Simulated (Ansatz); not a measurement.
# Response to strain in TiC

Start from TiC in the rock salt structure (space group Fm-3m, No. 225; a = 4.293 Å; relaxed with 0.1 eV smearing).

Strains are applied to the cell and any free atomic positions relax.

All numbers come from Ansatz (a first-principles code) PBEsol, without spin-orbit coupling.

Notes on the quantities. energy relative to the base: free energy F.

```tsv
case	energy relative to the base	volume per atom
base	0 meV/atom	9.89 Å³
isotropic strain −3.00 %	+73 meV/atom	9.03 Å³
isotropic strain −2.50 %	+50 meV/atom	9.17 Å³
isotropic strain −2.00 %	(withheld)	9.31 Å³
isotropic strain −1.50 %	+17 meV/atom	9.45 Å³
isotropic strain −1.00 %	+7.7 meV/atom	9.60 Å³
isotropic strain +1.00 %	(withheld)	10.19 Å³
isotropic strain +1.50 %	+16 meV/atom	10.34 Å³
isotropic strain +2.50 %	+43 meV/atom	10.65 Å³
isotropic strain +3.00 %	+61 meV/atom	10.81 Å³
```

Task: What belongs in the blanks?

Result: 
- isotropic strain −2.00 %, energy relative to the base: +32 meV/atom
- isotropic strain +1.00 %, energy relative to the base: +7.2 meV/atom

No phonon test of stability was made. The final runs are not spin-polarised.
